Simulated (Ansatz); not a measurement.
Start from TiO2 in the anatase structure (space group I4_1/amd, No. 141).

```yaml
crystal:
  lattice:
    - [-1.88489, 1.88489, 4.77584]
    - [1.88489, -1.88489, 4.77584]
    - [1.88489, 1.88489, -4.77584]
  atoms:
    - { symbol: Ti, position: [0.75000, 0.25000, 0.50000] }
    - { symbol: Ti, position: [0.00000, 0.00000, 0.00000] }
    - { symbol: O, position: [0.54247, 0.04247, 0.50000] }
    - { symbol: O, position: [0.79247, 0.79247, 0.00000] }
    - { symbol: O, position: [0.20753, 0.20753, 0.00000] }
    - { symbol: O, position: [0.95753, 0.45753, 0.50000] }
```

Cartesian axes are those of the cell as printed.

Computed with PBEsol in Ansatz (plane waves to 420 eV, PAW, spin-orbit coupling left out).

One thing is altered: the cell is stretched by 2.40 % along z with no lateral relaxation, atoms relaxed at fixed cell.

Question: Predict the stress tensor and what it implies for the stiffness.

Answer: Stress of the strained cell less that of the base (GPa, compression positive):
```
  -3.47    0.00    0.00
   0.00   -3.47    0.00
   0.00    0.00   -4.57
```

Then −Δσ_ii/ε with ε = 0.0240 gives secant stiffness values (nonlinear terms included at this strain): C33 ≈ 190 GPa, C13 ≈ 145 GPa and C23 ≈ 145 GPa.

Whether these cells are dynamically stable was not tested. All final runs are without spin polarisation.

Ansatz is a quantum-chemistry and plane-wave program.
